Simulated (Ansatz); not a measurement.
Worked example: self-consistent single point of Cu₂Sn₂Pd (P-3m1, 5 atoms in the cell) in Ansatz (a quantum-chemistry and plane-wave program).

Level of theory: PBEsol-D4, default PAW files made with PBE (plane waves; Ansatz).

```xyz
5
Lattice="4.4265 0.0000 0.0000 -2.2132 3.8334 0.0000 0.0000 0.0000 5.5351" Properties=species:S:1:pos:R:3 pbc="T T T"
Cu     0.0000     2.5556     3.8875
Cu     2.2132     1.2778     1.6476
Sn     0.0000     2.5556     1.1304
Sn     2.2132     1.2778     4.4047
Pd     0.0000     0.0000     2.7675
```

Reference input (self-consistent single point, DFT, PBEsol, plane waves, default PAW files made with PBE): kpoints.mp_grid.grid = 7 7 5; hamiltonian.xc = pbesol; hamiltonian.pseudopotentials = {kind: paw} (the program's default PAW files); scf.occupations.method = fermi_dirac; scf.occupations.width = 0.1 eV. This run's input differs from it in these lines:

```diff
@@ -15,2 +15,3 @@
   xc: pbesol
+  dispersion: d4
   pseudopotentials: { kind: paw }
```

Output, abridged:

```
SCF iter   1: F=—  HF=-31985.564836 eV  |F-HF|=—  |Δ(HF+E_count)|=         —  Δρ=1.17e-2  dr2=1.17e-1  ethr=1.77e-3  ⟨swp⟩=7.1  Hψ=6444  notcnv=0  defer=16
all-band conjugate gradients solve this SCF's bands
preconditioner: auto → LDOS
SCF iter   2: F=—  HF=-31985.605430 eV  |F-HF|=—  |Δ(HF+E_count)|=   4.06e-2  Δρ=2.14e-2  dr2=2.49e-1  ethr=1.39e-4  ⟨swp⟩=2.0  Hψ=3465  notcnv=0  defer=55
   [... lines left out ...]
SCF iter   4: F=—  HF=-31985.543120 eV  |F-HF|=—  |Δ(HF+E_count)|=   4.74e-3  Δρ=1.05e-3  dr2=6.87e-4  ethr=3.05e-5  ⟨swp⟩=2.0  Hψ=2184  notcnv=0  defer=34
SCF iter   5: F=—  HF=-31985.542973 eV  |F-HF|=—  |Δ(HF+E_count)|=   1.47e-4  Δρ=1.87e-4  dr2=2.79e-5  ethr=8.18e-7  ⟨swp⟩=2.0  Hψ=2095  notcnv=0  defer=34
SCF iter   6: F=—  HF=-31985.542977 eV  |F-HF|=—  |Δ(HF+E_count)|=   4.39e-6  Δρ=3.79e-5  dr2=1.40e-6  ethr=3.33e-8  ⟨swp⟩=2.2  Hψ=2421  notcnv=0  defer=34
SCF iter   7: F=-31985.542977 eV  HF=-31985.542977 eV  |F-HF|=5.02e-8  |Δ(HF+E_count)|=   4.02e-8  Δρ=1.17e-5  dr2=9.19e-8  ethr=1.19e-10  ⟨swp⟩=8.7  Hψ=8234  notcnv=0
SCF 1 converged in 7 iterations: F = -31985.542977 eV  dr2 = 9.19e-8
Free energy (F): -31985.542977 eV
Internal energy: -31985.474429 eV  (E = F + TS)
E sigma→0 (E₀):  -31985.508703 eV
Entropy (-TS):   -0.068548 eV (-13.710 meV/atom)
Fermi energy:    13.309712 eV
--- Forces (eV/Å), atoms counted from 1 ---
  atom   1  Cu    -0.00000000    -0.00000000    -0.15648209
  atom   2  Cu     0.00000000     0.00000000     0.15648209
  atom   3  Sn     0.00000000    -0.00000000     0.10558203
  atom   4  Sn    -0.00000000     0.00000000    -0.10558203
  atom   5  Pd     0.00000000    -0.00000000     0.00000000
--- Stress (GPa, compression-positive) ---
       -8.476386       0.000000       0.000000
        0.000000      -8.476386       0.000000
        0.000000       0.000000      -7.631894
  P = ⅓ Tr σ = -8.1949 GPa (-81.949 kbar)
  The stress holds the Pulay correction. Without it, at fixed plane waves, as pw.x and ABINIT print it: P = -8.2597 GPa
```

The run converged in 7 iterations. Against the reference run the pressure goes from -6.07 to -8.19 GPa and the largest force goes from 0.162 to 0.156 eV/Å.

The starting cell comes from a database of computed structures (which also holds hypothetical and non-ambient phases and stackings), without a prior relaxation at this level. Its lattice was rescaled by a random factor within 2.5 % of one. Spin polarisation is off. With a pressure of about -8 GPa the cell is away from its equilibrium volume at this level. Ansatz's pressure includes its estimate of the finite-basis (Pulay) stress.

Keys are those of Ansatz 0.2.
